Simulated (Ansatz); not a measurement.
Base system: SiC in the wurtzite structure (space group P6_3mc, No. 186; a = 3.076 Å, c = 5.048 Å).

Computed with PBEsol in Ansatz (plane waves to 420 eV, PAW, no spin-orbit coupling).

One change was made to it. Results:

The band gap shrinks by 0.129 eV (2.12 eV → 2.00 eV); the density rises by 0.24 g/cm³ (3.22 g/cm³ → 3.46 g/cm³); the shortest interatomic distance shrinks by 4.3 pm, from 188.3 pm to 184.0 pm.

Question: Name the change that was made.
A) pressure 9 GPa
B) pressure 18 GPa
C) pressure 60 GPa
D) pressure −2 GPa

Answer: B, pressure 18 GPa. For comparison, the band gap in the other runs: pressure 60 GPa gives 1.77 eV; pressure −2 GPa gives 2.14 eV; pressure 9 GPa gives 2.06 eV.

Load acts through the strain it causes; cell and atoms are relaxed under it. Stability against distortions was not tested. No other phases were tried under pressure.

Ansatz is a quantum-chemistry and plane-wave program.
